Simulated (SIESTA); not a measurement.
Input and output of a self-consistent single point for Rb (Im-3m, 1 atom in the cell) (SIESTA).

Method of the run: LDA PW92, numerical atomic orbitals DZP, PseudoDojo LDA standard norm-conserving potentials (rewritten from UPF to PSML) run with SIESTA 5.4.2.

The change in words: lattice scaled by 0.98; PAO.EnergyShift: 0.01 Ry → 0.002 Ry. Reference geometry:
```yaml
crystal:
  lattice:
    - [-2.83347, 2.83347, 2.83347]
    - [2.83347, -2.83347, 2.83347]
    - [2.83347, 2.83347, -2.83347]
  atoms:
    - { symbol: Rb, position: [0.00000, 0.00000, 0.00000] }
```

Reference input (self-consistent single point, DFT, LDA PW92, numerical atomic orbitals DZP, PseudoDojo LDA standard norm-conserving potentials (rewritten from UPF to PSML)): XC.functional = LDA; XC.authors = PW92; potentials = PseudoDojo LDA standard; PAO.BasisSize = DZP; PAO.EnergyShift = 0.01 Ry; MeshCutoff = 300 Ry; kgrid.MonkhorstPack = 8 8 8; OccupationFunction = FD; ElectronicTemperature = 0.1 eV; MaxSCFIterations = 150; SCF.Mixer.Method = Pulay; SCF.Mixer.Weight = 0.2. This run's input differs from it in these lines:

```diff
@@ -11,5 +11,5 @@
 %block LatticeVectors
-    -2.833475000    2.833475000    2.833475000
-     2.833475000   -2.833475000    2.833475000
-     2.833475000    2.833475000   -2.833475000
+    -2.776806000    2.776806000    2.776806000
+     2.776806000   -2.776806000    2.776806000
+     2.776806000    2.776806000   -2.776806000
 %endblock LatticeVectors
@@ -23,3 +23,3 @@
 PAO.BasisSize                DZP
-PAO.EnergyShift              0.01 Ry
+PAO.EnergyShift              0.002 Ry
 MeshCutoff                   300 Ry
```

The program printed (abridged):

```
        iscf     Eharris(eV)        E_KS(eV)     FreeEng(eV)     dDmax    Ef(eV) dHmax(eV)
   scf:    1     -736.744134     -737.405389     -737.433629  0.484216 -2.901745  0.957860
   scf:    2     -737.417834     -737.411729     -737.439964  0.022927 -2.920285  0.706178
   scf:    3     -737.424634     -737.419039     -737.447265  0.062130 -2.973106  0.006553
   scf:    4     -737.419025     -737.419033     -737.447258  0.002124 -2.980322  0.023502
   scf:    5     -737.419047     -737.419041     -737.447266  0.001941 -2.979118  0.001405
   scf:    6     -737.419041     -737.419041     -737.447266  0.000124 -2.979042  0.000044
mix: Pulay -- inversion failed, > SVD [rank/size] 2 / 5
   scf:    7     -737.419041     -737.419041     -737.447266  0.000004 -2.979044  0.000000
SCF Convergence by DM+H criterion
max |DM_out - DM_in|         :     0.0000038496
max |H_out - H_in|      (eV) :     0.0000004010
SCF cycle converged after 7 iterations

Using DM_out to compute the final energy and forces

siesta: E_KS(eV) =             -737.4190

siesta: E_KS - E_eggbox =      -737.4190

siesta: Atomic forces (eV/Ang):
     1    0.000000    0.000000    0.000000
   Tot    0.000000    0.000000    0.000000
   Max    0.000000
   Res    0.000000    sqrt( Sum f_i^2 / 3N )
   Max    0.000000    constrained

Stress tensor Voigt[x,y,z,yz,xz,xy] (kbar):       -0.10       -0.10       -0.10        0.00        0.00       -0.00
(Free)E + p*V (eV/cell)     -737.4418
Target enthalpy (eV/cell)     -737.4473

siesta: Program's energy decomposition (eV):
siesta: FreeEng =      -737.447266

siesta: Stress tensor (static) (eV/Ang**3):
   [... lines left out ...]
siesta: Cell volume =         85.643934 Ang**3
siesta:           0.10229928          0.10229928  kBar
   [... lines left out ...]

mulliken: Atomic and Orbital Populations:

Species: Rb
Atom  Qatom  Qorb
               4s      5s      5s      4py     4pz     4px     5py     5pz
               5px
   1  9.000   1.988   0.560   0.103   2.006   2.006   2.006   0.111   0.111
              0.111

mulliken: Qtot =        9.000

Mulliken Atomic Populations:
Atom #   charge [q] valence [e]  Species
     1     0.000000    9.000000  Rb
 Total     0.000000
```

The run converged in 7 iterations. Against the reference run the free energy falls by 477 meV/atom and the pressure goes from -0.36 to 0.01 GPa.

The starting cell has typed, rounded lattice constants, without a prior relaxation at this level. Its lattice was rescaled by up to half a per cent. For this run, on top of that: lattice scaled by 0.98. Values carry the incompleteness of an atom-centred basis.
